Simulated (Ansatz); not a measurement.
Total g(r) from a molecular-dynamics run [in the run: mean pressure -0.6 GPa against a target of 0; 2×2×2 k-points, which a denser mesh shifts by -0.8 GPa in pressure and 0.03 eV/Å in forces]. Level of theory: PBE, large-core Au (plane waves, PAW; Ansatz, an electronic-structure program).

(r (Å), g(r)): (1.02, 0.00); (1.14, 0.00); (1.26, 0.00); (1.38, 0.00); (1.50, 0.00); (1.62, 0.00); (1.74, 0.00); (1.86, 0.00); (1.98, 0.00); (2.10, 0.00); (2.22, 0.00); (2.34, 0.00); (2.46, 0.00); (2.58, 0.27); (2.70, 1.68); (2.82, 3.57); (2.94, 3.72); (3.06, 2.94); (3.18, 2.01); (3.30, 1.28); (3.42, 0.79); (3.54, 0.47); (3.66, 0.27); (3.78, 0.26); (3.90, 0.33); (4.02, 0.53); (4.14, 0.62)

Q: Which system gave this curve?
A) Au (its crystal melted in the run), liquid, 1097 K (melted in this model, below the measured melting point)
B) Au (its crystal melted in the run), liquid, 1203 K (melted in this model, below the measured melting point)
C) Au (fcc), crystal, 736 K

A: C, Au (fcc), crystal, 736 K
